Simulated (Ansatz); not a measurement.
Take Te (space group P3_121, No. 152; made of chains) as the base.

```xyz
3
Lattice="4.6241 0.0000 0.0000 -2.3121 4.0046 0.0000 0.0000 0.0000 5.9034" Properties=species:S:1:pos:R:3 pbc="T T T"
Te     1.1715     0.0000     1.9678
Te    -0.5858     1.0146     3.9356
Te     1.7263     2.9900     0.0000
```

Cartesian axes are those of the cell as printed.

Calculations: plane-wave PAW DFT at the r2SCAN level (Ansatz, a first-principles code, 500 eV), no spin-orbit coupling.

Before the change:

| Property | Result |
|---|---|
| Electron mass | 0.089 mₑ along c, 0.11 mₑ across (at H) |
| Band gap | 0.55 eV |

Perturbation: tensile biaxial strain of 3.38 % in the plane normal to [001], as in epitaxy on a mismatched substrate; the out-of-plane cell vector and the atoms relax.

Q: What happens to the in-plane stress, ratio −ε⊥/ε∥, electron mass and band gap?

A: The mean in-plane stress (compression positive) amounts to -0.4 GPa; the ratio −ε⊥/ε∥ comes out as 0.52; the electron mass changes from 0.089 mₑ along c, 0.11 mₑ across (at H) to 0.11 mₑ out of plane, 0.18 mₑ in plane (at H); the band gap increases by 0.259 eV (0.55 eV → 0.80 eV).

With Te present, leaving out spin-orbit coupling can change the band edges. Effective masses come from finite differences of ±0.01 Å⁻¹. Whether these cells are dynamically stable was not tested. No dispersion term is included, though the crystal is made of layers, chains or molecules, so its spacings can come out too wide.
